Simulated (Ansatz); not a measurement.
Functionals compared on the (321) surface of fcc Pb in its 1x1 cell, outermost plane spacing 0.67 Å in the ideal cut, in Ansatz (plane waves, PAW). The structure was relaxed with PBE; the other rows are single points on it, each with its references at the same level. Cutoff 420 eV (500 eV for r2SCAN).

Set-up: 16 atoms, 10.1 Å thick at the start (thin: gaps and levels are the slab's own); mesh 7x5x1; 0.1 eV smearing; dipole correction on; all atoms relaxed; held to the start's symmetry, so lower structures may exist; no spin, no spin-orbit, no U. These notes are the PBE run's.

| functional | surface energy (J/m²) | work function of the top face (eV) | rough cost of the single point |
|---|---|---|---|
| PBE | 0.32 | 3.78 | – |
| LDA | 0.48 | 4.08 | roughly 6 core-minutes |
| PBEsol | [?] | [?] | around 6 core-minutes (rough) |
| RPBE | 0.23 | 3.64 | around 6 core-minutes (rough) |
| r2SCAN | 0.35 | 3.86 | about 12 core-minutes (a rough figure) |

Task: What belongs in the gaps?

Result: 
- PBEsol, surface energy (J/m²): 0.43
- PBEsol, work function of the top face (eV): 3.86

Ansatz is a program for electronic structure.
